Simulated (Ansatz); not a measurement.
The starting structures come from a database of crystals and need not be the phases stable at ambient conditions.

**Evanescent states of Sr(Li2P)2 (R-3m, not sure to be the ambient phase, 7 atoms a cell, 17.7 Å³ an atom) along the normal of (110)**

Level of theory: PBEsol (plane waves, PAW; Ansatz, a program for electronic structure).

The gap is the functional's own, uncorrected, and κ follows it; spin-orbit coupling is left out. Mid-gap values are interpolated between the computed energies.

Energies count from the valence-band top; κ is the least over a 4×4 mesh across the current.

```tsv
E (eV)	κ (1/Å)	where
0.03	0.040	Γ
0.09	0.067	Γ
0.15	0.085	Γ
0.21	[?]	Γ
0.27	[?]	Γ
0.33	[?]	Γ
0.39	[?]	Γ
0.45	[?]	Γ
0.51	[?]	Γ
0.57	[?]	Γ
0.63	[?]	Γ
0.69	[?]	off Γ
0.75	0.119	off Γ
0.81	0.092	off Γ
0.87	0.050	off Γ
```

Q: Fill in the missing entries.

A: 
- 0.21, κ (1/Å): 0.099
- 0.27, κ (1/Å): 0.111
- 0.33, κ (1/Å): 0.120
- 0.39, κ (1/Å): 0.129
- 0.45, κ (1/Å): 0.136
- 0.51, κ (1/Å): 0.142
- 0.57, κ (1/Å): 0.147
- 0.63, κ (1/Å): 0.152
- 0.69, κ (1/Å): 0.139
